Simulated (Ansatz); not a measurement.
## Cl on the 1x1 (0001) surface of hcp Sc, one in a 2x2 cell, started at the site 'hollow Sc-Sc-Sc over Sc at depth 2.5 Å'

Level of theory: PBE (plane waves to 420 eV, PAW; Ansatz, a first-principles code).

Model: 17-atom slab, 7.6 Å thick at the start under the adsorbate (thin: gaps and levels are the slab's own), 5x5x1 mesh, Fermi-Dirac 0.1 eV, dipole correction, 8 atoms held, the rest relaxed; start symmetry kept, larger cells not searched; no spin, no spin-orbit, no U, no dispersion correction. At the end it is bonded to 3 Sc. In PBE this state lies 0.03 eV over the lowest of the starts that converged ('bridge Sc-Sc (span 3.3 Å)').

The adsorption energy against ½ Cl2(g) is -3.79 eV, the work function of the top face is 3.48 eV and the change of the work function is -0.097 eV. The change of the step from the bottom to the top vacuum level, against the clean slab is -0.099 eV, the energy released by relaxation is 0.12 eV and the height of the binding atom over the mean of the host atoms within 0.3 Å of the top one is 1.870 Å. The nearest host atoms of the binding atom comes out as Sc at 2.64 Å, Sc at 2.64 Å, Sc at 2.64 Å. The largest move of a host atom is 0.13 Å. The cost comes out as roughly 3.0 core-minutes.

A negative adsorption energy means that the adsorbate is more stable on the surface than in its reference.
